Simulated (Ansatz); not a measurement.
Take ZnSiP2 in the chalcopyrite structure (space group I-42d, No. 122; a = 5.4185 Å, c = 10.5397 Å) as the base.

The values are results of PBE, PAW, 420 eV (Ansatz, an electronic-structure program; no spin-orbit coupling), not measurements.

For the base:

- Pressure = 0.00 GPa

Now apply this change: the cell is scaled by 1.0300 in all directions; the atoms relax in the strained cell.

Question: Predict the new pressure and mean gap deformation potential ΔEg/Δln V.

Answer: The pressure (mean of the normal stresses, compression positive) goes from zero to -6.11 GPa; the mean gap deformation potential ΔEg/Δln V is +2.2 eV.

No phonon test of stability was made.
